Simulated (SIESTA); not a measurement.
# Input and output of a self-consistent single point for La₂Cu₃Ni (Pmm2, 6 atoms in the cell) (SIESTA)

Method: GGA PBEsol, numerical atomic orbitals DZP, PseudoDojo PBEsol standard norm-conserving potentials (rewritten from UPF to PSML) run with SIESTA.

Input:

```
# files in the folder: La.psml Cu.psml Ni.psml (PseudoDojo PBEsol standard)
SystemName  La2Cu3Ni
SystemLabel la2cu3ni

NumberOfAtoms                6
NumberOfSpecies              3
%block ChemicalSpeciesLabel
  1 57 La
  2 29 Cu
  3 28 Ni
%endblock ChemicalSpeciesLabel
LatticeConstant              3.867690 Ang
%block LatticeVectors
     1.000000000    0.000000000    0.000000000
     0.000000000    1.105965059    0.000000000
     0.000000000    0.000000000    1.889339632
%endblock LatticeVectors
AtomicCoordinatesFormat      Ang
%block AtomicCoordinatesAndAtomicSpecies
     0.000000000    2.138765000    0.080088885  1
     0.000000000    0.000000000    3.596180919  1
     1.933845000    0.000000000    6.089385902  2
     1.933845000    0.000000000    1.239477796  2
     1.933845000    2.138765000    4.850711918  2
     1.933845000    2.138765000    2.412604581  3
%endblock AtomicCoordinatesAndAtomicSpecies

XC.functional                GGA
XC.authors                   PBEsol
PAO.BasisSize                DZP
PAO.EnergyShift              0.01 Ry
MeshCutoff                   350 Ry
%block kgrid.MonkhorstPack
    6   0   0  0.0
    0   5   0  0.0
    0   0   3  0.0
%endblock kgrid.MonkhorstPack
OccupationFunction           FD
ElectronicTemperature        100.0 meV

MaxSCFIterations             150
SCF.Mixer.Method             Pulay
SCF.Mixer.Weight             0.1
SCF.Mixer.History            6
SCF.DM.Tolerance             1.0E-05
Diag.ParallelOverK           true
WriteForces                  true
```

Output, abridged:

```
reinit: Reading from file input.fdf

reinit: System Name: La2Cu3Ni
reinit: System Label: la2cu3ni

coor:   Atomic-coordinates input format  =     Cartesian coordinates
coor:                                          (in Angstroms)

siesta: Atomic coordinates (Bohr) and species
siesta:      0.00000   4.04168   0.15135  1        1
siesta:      0.00000   0.00000   6.79580  1        2
siesta:      3.65444   0.00000  11.50727  2        3
siesta:      3.65444   0.00000   2.34227  2        4
siesta:      3.65444   4.04168   9.16652  2        5
siesta:      3.65444   4.04168   4.55916  3        6

siesta: System type = bulk

initatomlists: Number of atoms, orbitals, and projectors:      6   114   136

siesta: ******************** Simulation parameters ****************************
redata: Spin configuration                          = none
redata: Time-Reversal Symmetry                      = T
redata: Number of Atomic Species                    =        3
redata: Mesh Cutoff                                 =   350.0000 Ry
redata: Net charge of the system                    =     0.0000 |e|
redata: Min. number of SCF Iter                     =        0
redata: Max. number of SCF Iter                     =      150
redata: SCF convergence failure will abort job
redata: SCF mix quantity                            = Hamiltonian
redata: Mix DM or H after convergence               =   F
redata: Recompute H after scf cycle                 =   F
redata: Mix DM in first SCF step                    =   T
redata: No kicks to SCF
redata: DM Mixing Weight for Kicks                  =     0.5000
redata: Require Harris convergence for SCF          =   F
redata: Harris energy tolerance for SCF             =     0.000100 eV
redata: Require DM convergence for SCF              =   T
redata: DM tolerance for SCF                        =     0.000010
redata: Require EDM convergence for SCF             =   F
redata: EDM tolerance for SCF                       =     0.001000 eV
redata: Require H convergence for SCF               =   T
redata: Hamiltonian tolerance for SCF               =     0.001000 eV
redata: Require (free) Energy convergence for SCF   =   F
redata: (free) Energy tolerance for SCF             =     0.000100 eV
redata: Using DFT-D3 dispersion                     =   F
redata: Using Saved Data (generic)                  =   F
redata: Method of Calculation                       = Diagonalization
redata: Electronic Temperature                      =  1160.4518 K
redata: Number of TDED substeps                     =        3
redata: Dynamics option                             = Single-point calculation
redata: Save all siesta data in one NC              =   F
redata: ***********************************************************************

%block SCF.Mixers
  Pulay
%endblock SCF.Mixers

%block SCF.Mixer.Pulay
  # Mixing method
  method pulay
  variant stable

  # Mixing options
  weight 0.1000
  weight.linear 0.1000
  history 6
%endblock SCF.Mixer.Pulay

DM_history_depth set to one: no extrapolation allowed by default for geometry relaxation
Size of DM history Fstack: 1
Total number of electrons:    97.000000
Total ionic charge:    97.000000

* ProcessorY, Blocksize:    1  64

* Orbital distribution balance (max,min):   114   114

k-point displ. along   1 input, could be:     0.00    0.50
 Kpoints in:           54 . Kpoints trimmed:           47

siesta: k-grid: Number of k-points = 47
siesta: k-points from Monkhorst-Pack grid
siesta: k-cutoff (effective) =    10.694 Ang
siesta: k-point supercell and displacements
siesta: k-grid:     6     0     0      0.000
siesta: k-grid:     0     5     0      0.000
siesta: k-grid:     0     0     3      0.000

diag: Algorithm                                     = D&C
diag: Parallel over k                               =   F
diag: Use parallel 2D distribution                  =   F
diag: Parallel block-size                           = 64
diag: Parallel distribution                         =     1 x     1
diag: Used triangular part                          = Lower
diag: Absolute tolerance                            =  0.100E-15
diag: Orthogonalization factor                      =  0.100E-05
diag: Memory factor                                 =  1.0000

superc: Internal auxiliary supercell:     5 x     5 x     5  =     125
superc: Number of atoms, orbitals, and projectors:    750  14250  17000

                        Single-point calculation

superc: Internal auxiliary supercell:     5 x     5 x     5  =     125
superc: Number of atoms, orbitals, and projectors:    750  14250  17000

outcell: Unit cell vectors (Ang):
        3.867690    0.000000    0.000000
        0.000000    4.277530    0.000000
        0.000000    0.000000    7.307380

outcell: Cell vector modules (Ang)   :    3.867690    4.277530    7.307380
outcell: Cell angles (23,13,12) (deg):     90.0000     90.0000     90.0000
outcell: Cell volume (Ang**3)        :    120.8945
new_DM -- step:     1
Initializing Density Matrix...

Attempting to read DM from file... Failed...
DM filled with atomic data:

InitMesh: MESH = 48 x 50 x 90 = 216000
InitMesh: Mesh cutoff (required, used) =   350.000   377.621 Ry

stepf: Fermi-Dirac step function

        iscf     Eharris(eV)        E_KS(eV)     FreeEng(eV)     dDmax    Ef(eV) dHmax(eV)
   scf:    1   -19361.866760   -21097.490643   -21097.869147  3.352961  0.803289133.119687
   scf:    2   -20154.779433   -21420.958790   -21421.070159  3.361737 -1.774509157.823445
   scf:    3   -21772.380513   -21918.616570   -21918.739995  1.775968 -3.623319 25.321442
   scf:    4   -21931.431361   -21925.589932   -21925.710063  0.095467 -3.593425 16.594765
   scf:    5   -21918.177795   -21929.267938   -21929.401161  0.237974 -3.431316 12.626024
   scf:    6   -21930.406067   -21931.838981   -21931.958132  0.118682 -3.557020  2.561660
   [... 11 lines left out ...]
   scf:   18   -21932.299736   -21932.299728   -21932.420933  0.000044 -3.685848  0.000375
   scf:   19   -21932.299731   -21932.299730   -21932.420933  0.000011 -3.685860  0.000330
   scf:   20   -21932.299731   -21932.299730   -21932.420933  0.000011 -3.685878  0.000200
   scf:   21   -21932.299730   -21932.299730   -21932.420933  0.000012 -3.685901  0.000072
   scf:   22   -21932.299730   -21932.299730   -21932.420933  0.000006 -3.685915  0.000042

SCF Convergence by DM+H criterion
max |DM_out - DM_in|         :     0.0000061342
max |H_out - H_in|      (eV) :     0.0000419682
SCF cycle converged after 22 iterations

Using DM_out to compute the final energy and forces

siesta: E_KS(eV) =           -21932.2997

siesta: E_KS - E_eggbox =    -21932.2997

siesta: Atomic forces (eV/Ang):
     1    0.000000   -0.000000   -0.176304
     2    0.000000   -0.000000    0.161596
     3    0.000000    0.000000   -0.013379
     4   -0.000000    0.000000   -0.055529
     5    0.000000   -0.000000    0.082139
     6   -0.000000   -0.000000    0.000120
   Tot    0.000000   -0.000000   -0.001358
   Max    0.176304
   Res    0.061104    sqrt( Sum f_i^2 / 3N )
   Max    0.176304    constrained

Stress tensor Voigt[x,y,z,yz,xz,xy] (kbar):       15.87       27.07       35.34        0.00       -0.00       -0.00
(Free)E + p*V (eV/cell)   -21934.3898
Target enthalpy (eV/cell)   -21932.4209

siesta: Program's energy decomposition (eV):
siesta: Ebs     =     -3339.069059
siesta: Eions   =     27538.213637
siesta: Ena     =      1884.797353
siesta: Ekin    =      9675.533495
siesta: Enl     =     -3224.043913
siesta: Eso     =         0.000000
siesta: Edftu   =         0.000000
siesta: DEna    =       174.525790
siesta: DUscf   =         9.313506
siesta: DUext   =         0.000000
siesta: Ex      =     -2736.326404
siesta: Ec      =      -177.885921
siesta: Exc     =     -2914.212325
siesta: Eharris =    -21932.299730
siesta: Etot    =    -21932.299730
siesta: FreeEng =    -21932.420933

siesta: Atomic forces (eV/Ang):
siesta:      1    0.000000   -0.000000   -0.176304
siesta:      2    0.000000   -0.000000    0.161596
siesta:      3    0.000000    0.000000   -0.013379
siesta:      4   -0.000000    0.000000   -0.055529
siesta:      5    0.000000   -0.000000    0.082139
siesta:      6   -0.000000   -0.000000    0.000120
siesta: ----------------------------------------
siesta:    Tot    0.000000   -0.000000   -0.001358

siesta: Stress tensor (static) (eV/Ang**3):
siesta:     0.009904   -0.000000   -0.000000
siesta:    -0.000000    0.016897    0.000000
siesta:    -0.000000    0.000000    0.022056

siesta: Cell volume =        120.894464 Ang**3

siesta: Pressure (static):
siesta:                Solid            Molecule  Units
siesta:          -0.00017737         -0.00020198  Ry/Bohr**3
siesta:          -0.01628554         -0.01854527  eV/Ang**3
siesta:         -26.09231788        -29.71279571  kBar
```

The run converged in 22 iterations.

The starting cell comes from a database of computed structures (which also holds hypothetical and non-ambient phases and stackings), without a prior relaxation at this level. Spin polarisation is off. Values carry the incompleteness of an atom-centred basis.

Cost on one core of a shared machine: roughly 2 min.
